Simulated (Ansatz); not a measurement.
Ir under a change: Ir → Sb

Base system: Ir in the fcc (Cu type) structure (space group Fm-3m, No. 225; a = 3.844 Å).

It is then changed as follows: Sb takes the place of Ir on all its sites; the structure is relaxed again.

Computed with r2SCAN/PAW in Ansatz (a program for electronic structure), without spin-orbit coupling. k-mesh 17×17×17 (Γ-centred); smearing 0.05 eV (Fermi–Dirac), for the changed cell.

```
quantity                                  base          changed      shift
-----------------------------  ---------------  ---------------  ---------
volume per atom                       14.20 Å³         27.21 Å³  +13.01 Å³
lattice parameter a                    3.844 Å          4.775 Å  +0.9303 Å
space group                    Fm-3m (No. 225)  Fm-3m (No. 225)          –
shortest interatomic distance          2.718 Å          3.376 Å   +0.658 Å
band gap                                  zero             zero          –
```

No phonon test of stability was made. The final runs are not spin-polarised. This is not the structure that Sb has at room temperature and ambient pressure.
